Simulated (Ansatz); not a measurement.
The parent structure is GaAs in the zinc blende structure (space group F-43m, No. 216).

```xyz
2
Lattice="0.0000 2.8334 2.8334 2.8334 0.0000 2.8334 2.8334 2.8334 0.0000" Properties=species:S:1:pos:R:3 pbc="T T T"
As     4.2500     4.2500     4.2500
Ga     0.0000     0.0000     0.0000
```

Cartesian axes are those of the cell as printed.

Level of theory: plane-wave PAW DFT at the r2SCAN level (Ansatz, a quantum-chemistry and plane-wave program, 500 eV), scalar-relativistic without spin-orbit coupling.

The change: tensor shear ε_xz = −0.70 % (engineering shear γ = -0.0140), atoms relaxed at fixed cell.

Problem. Predict the stress tensor and what it implies for the stiffness.

Solution. Stress of the strained cell less that of the base (GPa, compression positive):
```
   0.01    0.00    0.85
   0.00    0.00    0.00
   0.85    0.00    0.01
```

Then −Δσ/γ with γ = 2ε = -0.0140 gives relaxed-ion elastic constants: C55 ≈ 60 GPa.

No phonon test of stability was made.
